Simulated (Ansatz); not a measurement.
Start from Ag in the fcc (Cu type) structure (space group Fm-3m, No. 225; a = 4.054 Å; relaxed with 0.1 eV smearing).

The values are results of PBEsol in Ansatz (plane waves to 420 eV, PAW, scalar-relativistic without spin-orbit coupling), earlier PAW set, not measurements.

Base values:

The pressure is 0.0 GPa.

One thing is altered: the cell is scaled by 1.0124 in all directions; the atoms relax in the strained cell.

**Question.** What happens to the energy relative to the base?

**Answer.** The energy grows by 8.1 meV/atom.

**Question.** Predict the new pressure.

**Answer.** The pressure goes from zero to -4.0 GPa.

Stability against distortions was not tested.

Ansatz is a first-principles code.
